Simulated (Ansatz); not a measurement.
# fluorite-type NiSi2 (1 1 1) on ceria (1 1 1) (film strained to the substrate, started from cuts of the bulks and a machine-learned relaxation; slabs Ce4O10 and Ni3Si6, which can lie off the formulas; of A or B type as the cell shows)

A periodic stack without vacuum, fluorite-type NiSi2 (1 1 1) on ceria (1 1 1) (film strained to the substrate, started from cuts of the bulks and a machine-learned relaxation; slabs Ce4O10 and Ni3Si6, which can lie off the formulas; of A or B type as the cell shows): substrate slab Ce4O10, film Ni3Si6, surface cells [[0, -1], [1, -1]] and [[0, -1], [1, -1]], film strained by +0.4 and +0.4 %, outermost planes O/O and Si/Si as cut, which need not be the usual terminations and can put a slab off its formula.

The start was prepared with a machine-learned potential, and the result is one local minimum, with the in-plane cell held and forces under 0.04 eV/Å; the film can end far from its bulk form.

Method: PBE (plane waves to 420 eV, PAW; Ansatz, a first-principles code). No spin–orbit coupling; the runs are not spin-polarised; PBE gaps are too small against experiment; cerium has no Hubbard term. Its k-point mesh 9×9×1, Fermi–Dirac width 0.05 eV.

```
Property                                                                                    Value
--------------------------------------------------------------------------------  ---------------
interface area                                                                            12.9 Å²
period                                                                                    24.80 Å
heights between the nearest atoms of the two slabs at the two interfaces          0.08 and 1.57 Å
Ce–Si contacts across the interfaces within 1.22 times the sum of covalent radii   3, mean 3.59 Å
O–Si contacts across the interfaces within 1.22 times the sum of covalent radii    3, mean 1.62 Å
Ni–O contacts across the interfaces within 1.22 times the sum of covalent radii    1, mean 2.04 Å
```

```
CELL_PARAMETERS angstrom
      3.86242     0.00160    -0.12701
      1.93454     3.34368     0.08878
     -0.50266     2.79634    24.98374
ATOMIC_POSITIONS crystal
  Ce 0.10293 0.98255 0.12130
  Ce 0.55424 0.16682 0.24845
  Ce 0.00597 0.35056 0.37623
  Ce 0.45857 0.53458 0.50428
  O  0.75109 0.67263 0.10141
  O  0.01125 0.09867 0.02366
  O  0.19705 0.86366 0.22270
  O  0.47227 0.27044 0.16001
  O  0.64913 0.04688 0.35116
  O  0.92336 0.45493 0.28722
  O  0.10313 0.22724 0.48204
  O  0.37495 0.63870 0.41548
  O  0.49415 0.42989 0.61350
  O  0.82768 0.81354 0.55240
  Ni 0.71742 0.51815 0.68285
  Ni 0.14608 0.69550 0.80849
  Ni 0.58845 0.88254 0.92615
  Si 0.00687 0.66815 0.61675
  Si 0.07215 0.82473 0.71354
  Si 0.78119 0.40348 0.77409
  Si 0.50486 0.99745 0.83556
  Si 0.23594 0.57399 0.90540
  Si 0.95367 0.17576 0.96045
```
